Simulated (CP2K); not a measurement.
CP2K run on Ti (P6_3/mmc, 4 atoms in the cell): self-consistent single point.

Method of the run: CP2K with PBE, GPW, DZVP-MOLOPT-SR-GTH basis, GTH-PBE potentials (GTH_POTENTIALS).

```
CELL_PARAMETERS angstrom
      2.99336     0.00000     0.00000
     -1.49668     2.59233     0.00000
      0.00000     0.00000     9.63116
ATOMIC_POSITIONS crystal
  Ti 0.00000 0.00000 0.00000
  Ti 0.00000 0.00000 0.50000
  Ti 0.33333 0.66667 0.25000
  Ti 0.66667 0.33333 0.75000
```

Reference input (self-consistent single point, DFT PBE, GPW, DZVP-MOLOPT-SR-GTH basis, GTH-PBE potentials (GTH_POTENTIALS)): CUTOFF = 600 Ry; REL_CUTOFF = 40 Ry; SMEAR/METHOD = FERMI_DIRAC; ELECTRONIC_TEMPERATURE = 580.23 K; KPOINTS/SCHEME = MONKHORST-PACK 9 9 2; GAMMA_CENTERED = T; XC_FUNCTIONAL = PBE; Ti/BASIS_SET = DZVP-MOLOPT-SR-GTH-q12; Ti/POTENTIAL = GTH-PBE-q12; METHOD = GPW; EPS_DEFAULT = 1e-10; NGRIDS = 5. This run's input differs from it in these lines:

```diff
@@ -34,4 +34,4 @@
       &SMEAR ON
-        METHOD FERMI_DIRAC
-        ELECTRONIC_TEMPERATURE [K] 580.23
+        METHOD GAUSSIAN
+        SIGMA [eV] 0.03
       &END SMEAR
@@ -39,3 +39,3 @@
     &KPOINTS
-      SCHEME MONKHORST-PACK 9 9 2
+      SCHEME MONKHORST-PACK 13 13 4
       GAMMA_CENTERED T
```

Output, abridged:

```
 SCF WAVEFUNCTION OPTIMIZATION

  Step     Update method      Time    Convergence         Total energy    Change
     1 NoMix/Diag. 0.30E+00      -     1.59409431      -233.8388782393 -2.34E+02
     2 Broy./Diag. 0.30E+00      -     0.04491027      -234.8703277301 -1.03E+00
     3 Broy./Diag. 0.30E+00      -     0.11740511      -233.4285352827  1.44E+00
     4 Broy./Diag. 0.30E+00      -     0.08354719      -232.8373327574  5.91E-01
     5 Broy./Diag. 0.30E+00      -     0.00406021      -232.7114441254  1.26E-01
     6 Broy./Diag. 0.30E+00      -     0.00150103      -232.7451991851 -3.38E-02
   [... 9 lines left out ...]
    16 Broy./Diag. 0.30E+00      -     0.00000011      -232.7714180272  8.00E-07
    17 Broy./Diag. 0.30E+00      -     0.00000016      -232.7714182219 -1.95E-07
    18 Broy./Diag. 0.30E+00      -     0.00000013      -232.7714183295 -1.08E-07
    19 Broy./Diag. 0.30E+00      -     0.00000001      -232.7714183458 -1.63E-08
  *** SCF run converged in    19 steps ***

  Overlap energy of the core charge distribution:               0.00000000000000
  Self energy of the core charge distribution:               -427.59631595198380
  Core Hamiltonian energy:                                    108.31254874032648
  Hartree energy:                                             115.68443356791732
  Exchange-correlation energy:                                -29.17193792900392
  Smearing free energy correction:                             -0.00014677305683
  Fermi energy:                                                 0.36455875147477

  Total energy:                                              -232.77141834580021
  Total energy (extrapolated to sigma->0):                   -232.77134495927180

   [... lines left out ...]

 STRESS| Analytical stress tensor [bar]
 STRESS|                        x                   y                   z
 STRESS|      x       -5.90788352747E+04  -8.49705922345E-01  -3.68861647006E-06
 STRESS|      y       -8.49705922345E-01  -5.90796262103E+04   1.81024501787E-06
 STRESS|      z       -3.68861647006E-06   1.81024501787E-06  -6.48837145970E+04
 STRESS| 1/3 Trace                                            -6.10140586940E+04
```

The run converged in 19 iterations. Against the reference run the free energy rises by 8.5 meV/atom and the pressure moves little (-6.09 to -6.10 GPa).

The starting cell was generated: these elements placed on a structure prototype, without a prior relaxation; it need not be a known phase or ordering of this composition. Its lattice was rescaled by a random factor within 2.5 % of one. Spin polarisation is off. Values carry the incompleteness of an atom-centred basis. With a pressure of about -6 GPa the cell is away from its equilibrium volume at this level.

Cost on one core of a shared machine: roughly 2 min.
